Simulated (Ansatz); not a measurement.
Base system: HgTe in the zinc blende structure (space group F-43m, No. 216; a = 6.651 Å).

(Cell as relaxed with PBE.)

Levels (all Ansatz, a program for electronic structure, PAW, earlier PAW set): PBE (420 eV, no spin-orbit coupling); r2SCAN (500 eV, spin-orbit coupling left out).

Each level relaxes its own structure.

```csv
base,PBE,r2SCAN
volume per atom,36.77 Å³,35.50 Å³
lattice parameter a,6.651 Å,6.573 Å
band gap,zero,zero
```

Modification: Cd replaces 33.3 % of the Hg, ordered in a cell of 6 atoms (starting symmetry I-4m2) and fully relaxed.

```csv
quantity,PBE,r2SCAN
volume per atom,36.60 Å³,35.43 Å³
band gap,zero,zero
```

PBE's volume per atom lies 1.17 Å³ above r2SCAN's (3.3 %); the two agree on the band gap. Neither level is exact; r2SCAN is the comparison here, not a measurement.

Each cell is one ordered arrangement of few atoms, which overstates ordering effects compared with a random alloy. With Hg and Te present, leaving out spin-orbit coupling can change the band edges. Whether these cells are dynamically stable was not tested. All final runs are without spin polarisation. The zero or small gap of CdHg2Te3 and HgTe can change with the level of theory.
